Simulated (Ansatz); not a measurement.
# Li3Ge (Fm-3m): resistivity and electron-phonon coupling

Here is the system:

```xyz
4
Lattice="0.0000 3.0804 3.0804 3.0804 0.0000 3.0804 3.0804 3.0804 0.0000" Properties=species:S:1:pos:R:3 pbc="T T T"
Li     1.5402     1.5402     1.5402
Li     4.6206     4.6206     4.6206
Li     3.0804     3.0804     3.0804
Ge     0.0000     0.0000     0.0000
```

Calculation: PBEsol, DFPT electron-phonon coupling, linearised Boltzmann equation (plane waves, PAW, scalar-relativistic; Ansatz, an electronic-structure program). Cell: relaxed with this functional, without spin-orbit coupling.

```yaml
resistivity at 300 K: 13.9 μΩ·cm
resistivity at 77 K: 1.84 μΩ·cm
electron mean free path at 300 K (weighted by the current that each state carries): 8.7 nm
electron-phonon coupling λ: 0.45
transport coupling λ_tr: 0.45
logarithmic_mean_phonon_energy: 17.9 meV
density of states at the Fermi level: 0.65 states/(eV·spin·cell)
drude_plasma_energy: 5.9 eV
Hall coefficient at 300 K: 24 ×10⁻¹¹ m³/C
```

A metal at this level (no band gap). Only scattering by harmonic phonons is included (no impurities, grain boundaries, electron-electron scattering or thermal expansion). Spin-orbit coupling is left out. The run warned that the eigensolver left some states short of its tolerance. Halving the electron mesh (24x24x24) moves the resistivity by up to 5 % at 300 K, the mean free path by up to 2 %, the coupling by up to 1 %. Smearing 0.20 eV; phonons on a 4x4x4 q mesh, which this run doesn't test and which matters most at low temperature.

Computed structure with no diffraction record at hand here (it may be known, metastable or hypothetical): Li3Ge (Fm-3m).
